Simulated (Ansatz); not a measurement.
Take Be in the hcp (Mg type) structure (space group P6_3/mmc, No. 194) as the base.

```yaml
crystal:
  lattice:
    - [2.26472, 0.00000, 0.00000]
    - [-1.13236, 1.96131, 0.00000]
    - [0.00000, 0.00000, 3.56124]
  atoms:
    - { symbol: Be, position: [0.33333, 0.66667, 0.75000] }
    - { symbol: Be, position: [0.66667, 0.33333, 0.25000] }
```

Calculations: PBE, PAW, 420 eV (Ansatz, a first-principles code; no SOC).

For the base:

The c/a ratio is 1.572 and the lattice parameter a comes out as 2.265 Å.

Now apply this change: Lu takes the place of Be on all its sites; the structure is relaxed again.

Q: Predict the new c/a ratio.

A: The c/a ratio decreases by 0.015 to 1.557.

Q: What does the calculation give for the lattice parameter a after the change?

A: The lattice parameter a rises by 1.242 Å, from 2.265 Å to 3.507 Å.

No phonon test of stability was made.
